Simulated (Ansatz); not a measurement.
**Hypothetical P6_3/mmc PbS, pressure series**

Take PbS (space group P6_3/mmc, No. 194; a = 5.001 Å, c = 5.982 Å; a hypothetical phase, not in the database extracts checked) as the base.

Cell and atoms are relaxed at each pressure.

Levels (all Ansatz, a quantum-chemistry and plane-wave program, PAW): r2SCAN (500 eV, scalar-relativistic without spin-orbit coupling); HSE06 (420 eV, no SOC).

Band gaps by level, all at the geometries relaxed with r2SCAN:

```
case               r2SCAN    HSE06
----------------  -------  -------
base              1.73 eV  1.97 eV
pressure −1 GPa   1.76 eV  2.00 eV
pressure 0.3 GPa  1.72 eV  1.95 eV
pressure 1.5 GPa  1.68 eV  1.90 eV
pressure 3 GPa    1.62 eV  1.84 eV
pressure 5 GPa    1.53 eV  1.76 eV
pressure 7.5 GPa  1.38 eV  1.67 eV
pressure 10 GPa   1.25 eV  1.56 eV
```

Single points use the geometry relaxed with r2SCAN. HSE06 was sampled on its mesh, a few special points and the semilocal edge points, so its gap is an upper bound. Spin-orbit coupling, missing from the scalar runs, can matter with Pb. Load acts through the strain it causes; cell and atoms are relaxed under it. No phonon test of stability was made. No other phases were tried under pressure. The base started in P6_3mc and relaxed to P6_3/mmc at this level.
